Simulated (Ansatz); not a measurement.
We consider In2SbAs (R3m, No. 160, 4 atoms in the cell; start mp-1223844), described by PBEsol+SOC in Ansatz (plane waves, PAW).

Run with plane-wave cutoff 520 eV, 14×14×14 k mesh, Fermi–Dirac smearing 0.05 eV, PAW data made under PBE.

Cell (relaxed with PBEsol):

In$_{2}$AsSb is taken in the trigonal space group R3m, hexagonal axes (No. 160), Pearson symbol hR4. Conventional cell: a = 4.458 Å, b = 4.458 Å, c = 21.872 Å, α = 90.00°, β = 90.00°, γ = 120.00°. In1 on 3a has 1 As at 2.635 Å and 3 Sb at 2.774 Å (tetrahedral). In2 on 3a is surrounded by 3 As at 2.695 Å and 1 Sb at 2.821 Å (tetrahedral). Sb on 3a has 4 In at 2.774–2.821 Å (tetrahedral). As on 3a has 4 In at 2.635–2.695 Å (tetrahedral). (Neighbours: up to the widest gap in distance over summed covalent radii, below 1.35, at either atom; cation-cation and far metal-metal contacts left out.)
(The calculation used a cell of 4 atoms; values per cell refer to that cell.)

Question: Estimate the band gap and Γ–Γ gap that the calculation returns.

Answer: 
band gap: 0.01 eV (under three smearing widths, so not firm)
Γ–Γ gap: 0.20 eV

Computed values are for the static lattice.

Cost on a shared machine: roughly 9 core-minutes.

A start named mp-… is a Materials Project structure, which need not be a measured phase.

Ansatz is a program for electronic structure.
